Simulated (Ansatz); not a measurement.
What isotropic strain +5.63 % does to BN

The reference is BN in the h-BN type structure (space group P6_3/mmc, No. 194; a = 2.500 Å, c = 6.525 Å; layered, stacked along the Cartesian z axis).

One thing is altered: an isotropic linear strain of +5.63 %; the atoms relax in the strained cell.

Calculations: r2SCAN+rVV10 in Ansatz (plane waves to 500 eV, PAW, without spin-orbit coupling), earlier PAW set. Settings: 15×15×5 k-points, 0.05 eV Fermi–Dirac smearing.

The shortest interatomic distance rises by 0.154 bohr (2.727 bohr → 2.881 bohr) and the energy rises by 174 meV/atom. The pressure (mean of the normal stresses, compression positive) goes from zero to -31.26 GPa and the band gap falls by 0.225 eV (4.74 eV → 4.51 eV). The smallest direct gap shrinks by 0.33 eV to 4.85 eV.

Final structure:

```
BN
1.0
    2.64048     0.00000     0.00000
   -1.32024     2.28673     0.00000
    0.00000     0.00000     6.89273
B N
2 2
Direct
  0.33333   0.66667   0.25000
  0.66667   0.33333   0.75000
  0.33333   0.66667   0.75000
  0.66667   0.33333   0.25000
```

Cost of the whole job for the changed cell (relaxation, final SCF and bands): around 40 core-seconds (rough).

No phonon test of stability was made.

Ansatz is a first-principles code.
